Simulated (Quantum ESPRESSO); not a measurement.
Quantum ESPRESSO 7.5, DFT, PBE, plane waves, SSSP 1.1.2 efficiency PBE: rock-salt MnO (type II order), antiferromagnetic, atoms displaced (Mn4O4), 8 atoms, spin-polarised from an antiferromagnetic start (nspin = 2, starting_magnetization ±0.5 on Mn). Basis and mesh were picked for this test and aren't claimed converged.

| Item | Result |
|---|---|
| cell | 10.89, 5.44, 5.44 Å; 33.6, 33.6, 33.6° |
| distance to the nearest atom | 2.17 to 2.19 Å |
| task | scf |
| k mesh | 3×5×5 |
| ecutwfc | 45 Ry |
| ecutrho | 360 Ry |
| occupations | smearing |
| smearing | gaussian |
| degauss | 0.005 Ry |
| conv_thr | 8e-09 Ry |
| tprnfor | true |
| tstress | false |
| k-point pools (-nk) | 8 |
| diagonalization | david (default) |
| mixing_ndim | 8 (default) |
| k-points computed (for each spin) | 38 |
| bands | 50 |
| electrons | 84 |
| G-vectors of the density | 68221 |
| FFT grid | 125×64×64 |

One run each.

All on 8 ranks. The settings tried:
- mixing_mode = plain (default), mixing_beta = 0.7 (default)
- mixing_mode = plain, mixing_beta = 0.1
- mixing_mode = TF, mixing_beta = 0.1
- mixing_mode = plain, mixing_beta = 1
- mixing_mode = plain, mixing_beta = 0.4
- mixing_mode = plain, mixing_beta = 0.2
- mixing_mode = TF, mixing_beta = 0.2

### Question
Which settings need the fewest SCF iterations, which the most, and do any fail to converge?

### Answer
Fewest SCF iterations, with those close behind: mixing_mode = plain, mixing_beta = 0.4 (13); mixing_mode = plain (default), mixing_beta = 0.7 (default) (16). Most among those that reach the base run's result: mixing_mode = plain, mixing_beta = 0.1 (36); mixing_mode = TF, mixing_beta = 0.1 (32). All converged.

| setting | SCF iterations | end |
|---|---|---|
| mixing_mode = plain, mixing_beta = 0.4 | 13 | converged |
| mixing_mode = plain (default), mixing_beta = 0.7 (default) | 16 | converged |
| mixing_mode = plain, mixing_beta = 0.2 | 17 | converged |
| mixing_mode = plain, mixing_beta = 1 | 18 | converged |
| mixing_mode = TF, mixing_beta = 0.2 | 25 | converged |
| mixing_mode = TF, mixing_beta = 0.1 | 32 | converged |
| mixing_mode = plain, mixing_beta = 0.1 | 36 | converged |

10 planned settings were not run, for want of time.
